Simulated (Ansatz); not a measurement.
ZrO2 with two functionals, pressure 22.5 GPa

The parent structure is ZrO₂ in the fluorite structure (space group Fm-3m, No. 225; a = 5.116 Å).

(Cell as relaxed with PBE.)

Levels (all Ansatz, a first-principles code, PAW, earlier PAW set): PBE (420 eV, scalar-relativistic without spin-orbit coupling); r2SCAN (500 eV, without spin-orbit coupling).

Each level relaxes its own structure.

| base | PBE | r2SCAN |
|---|---|---|
| volume per atom | 11.16 Å³ | 10.98 Å³ |
| lattice parameter a | 511.6 pm | 508.9 pm |
| band gap | 3.32 eV | 3.89 eV |

The change: cell and atoms relaxed at a pressure of 22.5 GPa.

```json
[
 {"quantity": "valley order (the lowest conduction-band minima on the path, energy above the VBM, named in the base's zone)", "PBE": "Γ 3.54 eV; a point along ⟨110⟩, about 0.9 Å⁻¹ from Γ 4.03 eV; X along ⟨100⟩ 4.04 eV; L along ⟨111⟩ 4.26 eV", "r2SCAN": "___"},
 {"quantity": "mean gap deformation potential ΔEg/Δln V", "PBE": "-2.7 eV", "r2SCAN": "___"},
 {"quantity": "smallest direct gap", "PBE": "4.04 eV", "r2SCAN": "___"},
 {"quantity": "lattice parameter a", "PBE": "498.0 pm", "r2SCAN": "___"}
]
```

### Question
What does r2SCAN give?

### Answer

- valley order (the lowest conduction-band minima on the path, energy above the VBM, named in the base's zone), r2SCAN: Γ 4.11 eV; a point along ⟨110⟩, about 0.9 Å⁻¹ from Γ 4.56 eV; X along ⟨100⟩ 4.58 eV; L along ⟨111⟩ 4.81 eV
- mean gap deformation potential ΔEg/Δln V, r2SCAN: -3.0 eV
- smallest direct gap, r2SCAN: 4.58 eV
- lattice parameter a, r2SCAN: 496.3 pm

Both order the valleys alike; PBE's mean gap deformation potential ΔEg/Δln V lies 0.3 eV above r2SCAN's; PBE's smallest direct gap lies 0.54 eV below r2SCAN's; PBE's lattice parameter a lies 1.7 pm above r2SCAN's (0.3 %). Neither level is exact; r2SCAN is the comparison here, not a measurement.

Load acts through the strain it causes; cell and atoms are relaxed under it. No phonon test of stability was made. Competing high-pressure phases were not computed. This is not the structure that ZrO2 has at room temperature and ambient pressure.
